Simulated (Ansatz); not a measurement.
Mg3Sb2 under a change: Mg → Be

The reference is Mg₃Sb₂ (space group P-3m1, No. 164; a = 4.596 Å, c = 7.272 Å).

Modification: Be takes the place of Mg on all its sites, then cell and atoms are relaxed.

Level of theory: PBE in Ansatz (plane waves to 420 eV, PAW, scalar-relativistic without spin-orbit coupling), earlier PAW set. Γ-centred 14×14×7 mesh, Fermi–Dirac width 0.05 eV, for the changed cell.

| quantity | base | changed | shift |
|---|---|---|---|
| density | 3.95 g/cm³ | 5.23 g/cm³ | +1.28 g/cm³ |
| lattice parameter a | 4.596 Å | 3.858 Å | -0.738 Å |
| c/a ratio | 1.582 | 1.728 | +0.146 |
| shortest interatomic distance | 2.847 Å | 2.405 Å | -0.442 Å |
| band gap | 0.15 eV | zero | – |

Final structure:

```
Be3Sb2
1.0
    3.85785     0.00000     0.00000
   -1.92892     3.34099     0.00000
    0.00000     0.00000     6.66631
Sb Be
2 3
Direct
  0.33333   0.66667   0.22408
  0.66667   0.33333   0.77592
  0.00000   0.00000   0.00000
  0.33333   0.66667   0.58481
  0.66667   0.33333   0.41519
```

Cost of the whole job for the changed cell (relaxation, final SCF and bands): around 80 core-seconds (rough).

Spin-orbit coupling, missing from the scalar runs, can matter with Sb. No phonon test of stability was made. As relaxed here, Be3Sb2 is a hypothetical phase, not in the database extracts checked. The final runs are not spin-polarised. A zero or small gap of Mg3Sb2 can be the functional's error rather than a property of the material.

Ansatz is a quantum-chemistry and plane-wave program.
